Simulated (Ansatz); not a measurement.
Consider SrZrO$_{3}$ (space group Imma, No. 74; a = 5.7955 Å, b = 8.1350 Å, c = 5.8136 Å; a cell from a computed database, its experimental status unchecked).

Method: Ansatz (an electronic-structure program) PBEsol, scalar-relativistic without spin-orbit coupling.

For the base:

The electron mass is 0.41 mₑ along a, 2.5 mₑ along b, 0.49 mₑ along c (at Γ) and the smallest direct gap is 3.67 eV. The volume per atom is 13.70 Å³ and the band gap is 3.59 eV.

One thing is altered: cell and atoms relaxed at a pressure of 3 GPa.

### Question
How does this affect the electron mass, smallest direct gap, volume per atom and band gap?

### Answer
The electron mass goes from 0.41 mₑ along a, 2.5 mₑ along b, 0.49 mₑ along c (at Γ) to 0.41 mₑ along a, 2.4 mₑ along b, 0.49 mₑ along c (at Γ); the smallest direct gap goes up by 0.02 eV (3.67 eV → 3.69 eV); the volume per atom shrinks by 0.249 Å³ (13.70 Å³ → 13.46 Å³); the band gap grows by 0.05 eV (3.59 eV → 3.64 eV).

Load acts through the strain it causes; cell and atoms are relaxed under it. Masses are band curvatures over ±0.01 Å⁻¹ around the edge. Whether these cells are dynamically stable was not tested.
